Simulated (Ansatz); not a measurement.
# Hypothetical rock salt BeS, response to strain

Take BeS in the rock salt structure (space group Fm-3m, No. 225; a = 4.6293 Å; a hypothetical phase, not in the database extracts checked) as the base. Axes: x, y, z lie along the cube axes.

Strains are applied to the cell and any free atomic positions relax.

Calculations: PBE (Ansatz, a first-principles code; PAW; 420 eV plane waves; without spin-orbit coupling).

Candidates:
(a) tensor shear ε_xz = +0.21 %
(b) uniaxial strain ε_xx = −4.65 %
(c) tensor shear ε_yz = −3.56 %
(d) isotropic strain +1.45 %
(e) tensor shear ε_xy = −0.97 %

Notes on the quantities. energy relative to the base: free energy F.

Q: Order them by energy relative to the base, lowest first.

A: (a) tensor shear ε_xz = +0.21 % (+0.1 meV/atom), (e) tensor shear ε_xy = −0.97 % (+1.7 meV/atom), (d) isotropic strain +1.45 % (+7.6 meV/atom), (b) uniaxial strain ε_xx = −4.65 % (+18 meV/atom), (c) tensor shear ε_yz = −3.56 % (+23 meV/atom)

Stability against distortions was not tested.
